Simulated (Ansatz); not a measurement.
HfIr3: response to strain

Consider HfIr3 in the Cu3Au type structure (space group Pm-3m, No. 221; a = 3.924 Å; relaxed with 0.1 eV smearing). Axes: x, y, z lie along the cube axes.

Strains are applied to the cell and any free atomic positions relax; under biaxial strain the out-of-plane vector relaxes too.

Level of theory: PBEsol (Ansatz, a program for electronic structure; PAW; 420 eV plane waves; no spin-orbit coupling).

Notes on the quantities. in-plane stress: mean in-plane stress (compression positive); energy relative to the base: free energy F.

```tsv
change	space group	in-plane stress	energy relative to the base	volume per atom
base	Pm-3m (No. 221)	–	0 meV/atom	15.11 Å³
biaxial strain +0.70 %, plane normal [001], relaxed out of plane	P4/mmm (No. 123)	-3.0 GPa	(withheld)	15.21 Å³
biaxial strain +1.58 %, plane normal [110], relaxed out of plane	Cmmm (No. 65)	(withheld)	+14 meV/atom	15.45 Å³
biaxial strain +3.57 %, plane normal [110], relaxed out of plane	Cmmm (No. 65)	-19.3 GPa	+70 meV/atom	(withheld)
uniaxial strain ε_zz = −1.30 %	P4/mmm (No. 123)	–	(withheld)	14.91 Å³
```

Some entries are withheld; estimate them.


- biaxial strain +0.70 %, plane normal [001], relaxed out of plane, energy relative to the base: +2.0 meV/atom
- biaxial strain +1.58 %, plane normal [110], relaxed out of plane, in-plane stress: -9.4 GPa
- biaxial strain +3.57 %, plane normal [110], relaxed out of plane, volume per atom: 15.90 Å³
- uniaxial strain ε_zz = −1.30 %, energy relative to the base: +3.7 meV/atom

Stability against distortions was not tested. The final runs are not spin-polarised.
